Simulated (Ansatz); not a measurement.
Structure of amorphous Si$_{24}$O$_{48}$Ag (periodic cell):

```
CELL_PARAMETERS angstrom
     10.32557     0.00000     0.00000
      0.00000    10.32557     0.00000
      0.00000     0.00000    10.32557
ATOMIC_POSITIONS crystal
  Si 0.91966 0.53347 0.01311
  Si 0.48081 0.98820 0.96227
  Si 0.13795 0.97935 0.47737
  Si 0.32050 0.64955 0.32113
  Si 0.09200 0.26839 0.54508
  Si 0.39837 0.60827 0.72090
  Si 0.40085 0.25574 0.94772
  Si 0.95081 0.44219 0.37885
  Si 0.63988 0.27041 0.75096
  Si 0.28484 0.77856 0.07150
  Si 0.92717 0.78256 0.85167
  Si 0.77437 0.96759 0.05544
  Si 0.74524 0.80885 0.61510
  Si 0.12562 0.27245 0.85355
  Si 0.05790 0.72186 0.43219
  Si 0.61054 0.55211 0.66424
  Si 0.85892 0.23444 0.95709
  Si 0.26424 0.49491 0.94019
  Si 0.41121 0.89768 0.42457
  Si 0.54053 0.01249 0.67525
  Si 0.16427 0.78712 0.68993
  Si 0.22888 0.36743 0.31930
  Si 0.68436 0.85646 0.32641
  Si 0.79880 0.60025 0.27687
  O  0.00753 0.19453 0.92137
  O  0.44641 0.12881 0.03322
  O  0.67414 0.40871 0.67936
  O  0.21674 0.33449 0.47754
  O  0.30791 0.50021 0.78758
  O  0.16378 0.86471 0.10804
  O  0.54246 0.62030 0.79494
  O  0.81419 0.12218 0.06056
  O  0.89110 0.63051 0.88708
  O  0.60667 0.15448 0.64699
  O  0.31388 0.74064 0.71125
  O  0.53740 0.91560 0.32720
  O  0.25710 0.25066 0.22726
  O  0.84222 0.61688 0.12986
  O  0.07413 0.42409 0.28704
  O  0.27147 0.96786 0.38982
  O  0.51851 0.29279 0.84797
  O  0.36546 0.39667 0.01518
  O  0.76948 0.91668 0.20780
  O  0.39389 0.86249 0.99056
  O  0.03000 0.87610 0.41739
  O  0.44801 0.97193 0.55691
  O  0.16421 0.67387 0.33211
  O  0.46779 0.54635 0.58895
  O  0.71202 0.65366 0.59852
  O  0.26713 0.20819 0.87459
  O  0.38631 0.74041 0.43688
  O  0.80318 0.44585 0.31803
  O  0.64109 0.89330 0.69455
  O  0.75606 0.87213 0.46859
  O  0.46052 0.02017 0.80870
  O  0.68113 0.69531 0.30965
  O  0.93086 0.62078 0.39089
  O  0.33141 0.49234 0.31845
  O  0.37370 0.71714 0.19095
  O  0.07317 0.12197 0.48637
  O  0.96053 0.35617 0.50780
  O  0.87316 0.88249 0.96298
  O  0.24804 0.63901 0.99552
  O  0.12438 0.41743 0.92245
  O  0.63039 0.95246 0.99554
  O  0.87377 0.81755 0.70509
  O  0.09741 0.27342 0.69959
  O  0.76834 0.22249 0.82853
  O  0.85075 0.38705 0.00532
  O  0.08423 0.79136 0.82556
  O  0.09488 0.68810 0.58224
  O  0.16892 0.93129 0.62530
  Ag 0.19562 0.06430 0.15862
```

Methods: PBE, scalar-relativistic without spin-orbit coupling (Ansatz, a first-principles code); r2SCAN, scalar-relativistic without spin-orbit coupling (Ansatz); HSE06, scalar-relativistic without spin-orbit coupling (Ansatz). Neutral PBE cell, which sets geometry, pressure and energy: sampling: a 2×2×2 Γ-centred mesh; Fermi-Dirac width 0.02 eV; collinear spin, started from a total moment of 1 μB. In the spin-polarised cell the level spacing at the Fermi energy can part levels of unlike spin. Exact exchange is cut at the faces of this 10 Å cell, which leaves hybrid gaps a finite-size error.

The cell was made by melting and quenching with the CHGNet potential and then relaxed with DFT. O atoms were pushed apart under 1.9 Å during the dynamics, to hinder bonds among them. The hot cell started wider than the set density and was brought back towards it in steps. It is the lowest in DFT energy of 2 quenches. It is a model cell: composition and starting density were chosen by hand, and all elements were melted together. No dispersion term was used. Its density started from a set value of 2.33 and ended at 2.34 g/cm³. The simulated quench (nominally 400 K/ps over its main leg) is rapid and tends to freeze in more defects than a deposited or slowly cooled glass has. Values belong to this one cell and scatter from quench to quench. The volume was free in the relaxation, at fixed shape.

Q: Give the pressure, the energy against reference phases and the spacing of the highest filled and lowest empty levels.

A: 
```yaml
Pressure on a 2×2×2 Γ-centred mesh: 0.01 GPa
Largest force and stress component on that mesh (the relaxation ran on the zone centre alone): 0.05 eV/Å and 2.7 GPa
Energy relative to alpha cristobalite + fcc Ag (lowest mix at this level among the phases computed, not always the ambient ones): 0.202 eV/atom
Level spacing at the Fermi energy on a 2×2×2 Γ-centred mesh (PBE): 1.57 eV
Level spacing at the Fermi energy at the zone centre (PBE): 1.61 eV
Level spacing at the Fermi energy at the zone centre (r2SCAN): 2.42 eV
Level spacing at the Fermi energy at the zone centre (HSE06): 3.03 eV
Distance between the nearest levels spread over more than a fifth of the atoms or a third of the atoms of their main element (six at least) (PBE, zone centre): 4.90 eV
net_moment: 1.00 μB
```

Q: At PBE and the zone centre, how localised are the states just below and above the Fermi level (participation number: the atoms over which a state spreads)?

A: The highest filled state is spread over 3.3 atoms' worth, largest on Si1, with weights by element (charge in smoothed Voronoi cells) Si 0.56, O 0.44, Ag 0.00. The lowest empty state is spread over 5.7 atoms' worth, largest on Si1, with weights by element (charge in smoothed Voronoi cells) O 0.50, Si 0.50, Ag 0.01.

At PBE the levels at both edges of the gap are localised (band-tail or defect states), and the nearest spread-out levels lie 4.9 eV apart at the zone centre.

Neighbours within Si-Si 2.60 Å, Si-O 2.00 Å, Si-Ag 2.82 Å, O-O 1.58 Å, O-Ag 2.53 Å, Ag-Ag 3.19 Å count as bonded. Two cations that share two anions don't count as bonded, nor two that share one unless they lie closer than Si-Si 2.38 Å, Si-Ag 2.74 Å, Ag-Ag 3.10 Å.

Added carriers, by PBE, scalar-relativistic without spin-orbit coupling (Ansatz) on the zone centre alone. Charged cells keep the cell fixed and stand in a uniform background, with no image correction, at a width of 0.01 eV; where the count is odd the moment is locked at 1 μB, unless the neutral cell bore moments. Each starts from the undistorted neutral geometry alone. PBE's self-interaction favours spread-out carriers, so it can miss traps that a hybrid finds.

Q: What happens at PBE when the cell takes an extra electron and the atoms relax?

A: Relaxation lowers the charged cell by 0.61 eV. The largest moves are O38 0.44 Å, Si1 0.18 Å, Si24 0.15 Å, O56 0.15 Å. No bond crosses its cut-off with a change of over 0.15 Å (metal-metal contacts aside). Made neutral again at that geometry, the cell lies +0.98 eV from the neutral start.

Q: What happens at PBE when the cell takes a hole and the atoms relax?

A: Relaxation lowers the charged cell by 1.66 eV. The largest moves are O38 0.83 Å, O56 0.52 Å, O64 0.47 Å, Si24 0.43 Å. Bonds formed: Si1-O64. Made neutral again at that geometry, the cell lies +1.11 eV from the neutral start.

A PBE run started with 1 μB on atoms that lack a bond or may hold spare charge kept moments, at no lower energy.
